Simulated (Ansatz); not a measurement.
Worked example: self-consistent single point of Zr3Au (P1, 8 atoms in the cell) in Ansatz (an electronic-structure program).

Method: PBEsol, PAW files made with PBE (plane waves; Ansatz).

The change in words: atoms moved at random. Reference geometry:
```xyz
8
Lattice="5.5460 0.0000 0.0000 0.0000 5.5460 0.0000 0.0000 0.0000 5.5460" Properties=species:S:1:pos:R:3 pbc="T T T"
Zr     2.7730     1.3865     0.0000
Zr     2.7730     4.1595     0.0000
Zr     1.3865     0.0000     2.7730
Zr     4.1595     0.0000     2.7730
Zr     0.0000     2.7730     1.3865
Zr     0.0000     2.7730     4.1595
Au     2.7730     2.7730     2.7730
Au     0.0000     0.0000     0.0000
```

Reference input (self-consistent single point, DFT, PBEsol, plane waves, PAW files made with PBE): kpoints.mp_grid.grid = 5 5 5; hamiltonian.xc = pbesol; hamiltonian.pseudopotentials = {kind: paw} (an earlier, softer set of the program's PAW files); scf.occupations.method = fermi_dirac; scf.occupations.width = 0.1 eV. This run's input differs from it in these lines:

Ansatz 0.2 input:
```diff
@@ -6,10 +6,10 @@
   atoms:
-    - { symbol: Zr, position_ang: [2.77302250, 1.38651125, 0.00000000] }
-    - { symbol: Zr, position_ang: [2.77302250, 4.15953375, 0.00000000] }
-    - { symbol: Zr, position_ang: [1.38651125, 0.00000000, 2.77302250] }
-    - { symbol: Zr, position_ang: [4.15953375, 0.00000000, 2.77302250] }
-    - { symbol: Zr, position_ang: [0.00000000, 2.77302250, 1.38651125] }
-    - { symbol: Zr, position_ang: [0.00000000, 2.77302250, 4.15953375] }
-    - { symbol: Au, position_ang: [2.77302250, 2.77302250, 2.77302250] }
-    - { symbol: Au, position_ang: [0.00000000, 0.00000000, 0.00000000] }
+    - { symbol: Zr, position_ang: [2.77527974, 1.35317952, -0.03178993] }
+    - { symbol: Zr, position_ang: [2.85239195, 4.25264630, -0.01221794] }
+    - { symbol: Zr, position_ang: [1.34679048, 0.05826675, 2.83551534] }
+    - { symbol: Zr, position_ang: [4.13235258, 0.00152516, 2.79987645] }
+    - { symbol: Zr, position_ang: [0.02603314, 2.80503427, 1.34893125] }
+    - { symbol: Zr, position_ang: [-0.04742978, 2.76544106, 4.18282159] }
+    - { symbol: Au, position_ang: [2.75185879, 2.71034665, 2.72214863] }
+    - { symbol: Au, position_ang: [0.02783560, -0.08133275, 0.01982711] }
 kpoints:
```

Log, with long lists cut:

```
SCF iter   1: F=—  HF=-50866.970443 eV  |F-HF|=—  |Δ(HF+E_count)|=         —  Δρ=4.39e-1  dr2=7.96e2  ethr=3.10e-3  ⟨swp⟩=4.7  Hψ=13507  notcnv=0
all-band conjugate gradients solve this SCF's bands
preconditioner: auto → Kerker (q_TF=auto, 2.536 Å⁻¹)
SCF iter   2: F=—  HF=-50793.250381 eV  |F-HF|=—  |Δ(HF+E_count)|=    7.37e1  Δρ=4.37e-2  dr2=6.05e0  ethr=3.10e-3  ⟨swp⟩=5.4  Hψ=16569  notcnv=0  defer=1
   [... lines left out ...]
SCF iter   7: F=—  HF=-50792.620160 eV  |F-HF|=—  |Δ(HF+E_count)|=   3.92e-4  Δρ=2.44e-4  dr2=2.86e-4  ethr=2.01e-6  ⟨swp⟩=2.0  Hψ=4860  notcnv=0
SCF iter   8: F=—  HF=-50792.620104 eV  |F-HF|=—  |Δ(HF+E_count)|=   5.61e-5  Δρ=4.79e-5  dr2=7.08e-6  ethr=2.60e-7  ⟨swp⟩=2.0  Hψ=5635  notcnv=0
SCF iter   9: F=—  HF=-50792.620100 eV  |F-HF|=—  |Δ(HF+E_count)|=   4.24e-6  Δρ=2.30e-5  dr2=2.48e-6  ethr=6.44e-9  ⟨swp⟩=2.1  Hψ=7345  notcnv=0
SCF iter  10: F=-50792.620099 eV  HF=-50792.620099 eV  |F-HF|=7.77e-9  |Δ(HF+E_count)|=   5.31e-7  Δρ=2.43e-6  dr2=1.29e-8  ethr=9.09e-11  ⟨swp⟩=9.4  Hψ=20888  notcnv=0
SCF 1 converged in 10 iterations: F = -50792.620099 eV  dr2 = 1.29e-8
Free energy (F): -50792.620099 eV
Internal energy: -50792.353439 eV  (E = F + TS)
E sigma→0 (E₀):  -50792.486769 eV
Entropy (-TS):   -0.266660 eV (-33.333 meV/atom)
Fermi energy:    15.223518 eV
--- Forces (eV/Å), atoms counted from 1 ---
  atom   1  Zr    -0.03058346     0.93411763     0.22730577
  atom   2  Zr    -0.38679318    -1.20903359     0.12682079
  atom   3  Zr     0.18015668    -0.33687251    -0.36494965
  atom   4  Zr     0.00432482    -0.06836015    -0.17773675
  atom   5  Zr    -0.07668029    -0.19958619     0.54362923
  atom   6  Zr     0.27581742    -0.00946971    -0.52521420
  atom   7  Au     0.07326419     0.38285248     0.18138133
  atom   8  Au    -0.03950046     0.50634242    -0.01123812
--- Stress (GPa, compression-positive) ---
       -5.857652      -0.221709      -0.019871
       -0.221709      -5.523669       0.071983
       -0.019871       0.071983      -5.824353
  P = ⅓ Tr σ = -5.7352 GPa (-57.352 kbar)
  The stress holds the Pulay correction. Without it, at fixed plane waves, as pw.x and ABINIT print it: P = -5.7490 GPa
```

The run converged in 10 iterations. Against the reference run the free energy goes up by 23.1 meV/atom, the pressure goes from -6.17 to -5.74 GPa and the largest force goes from 0.000 to 1.276 eV/Å.

The starting cell comes from a database of computed structures (which also holds hypothetical and non-ambient phases and stackings), without a prior relaxation at this level. Its lattice was rescaled by a random factor within 2.5 % of one. For this run, on top of that: atoms moved at random. With a pressure of about -6 GPa the cell is away from its equilibrium volume at this level. Forces in this geometry exceed 1 eV/Å. Ansatz's pressure includes its estimate of the finite-basis (Pulay) stress.

Cost on one core of a shared machine: roughly 90 s.
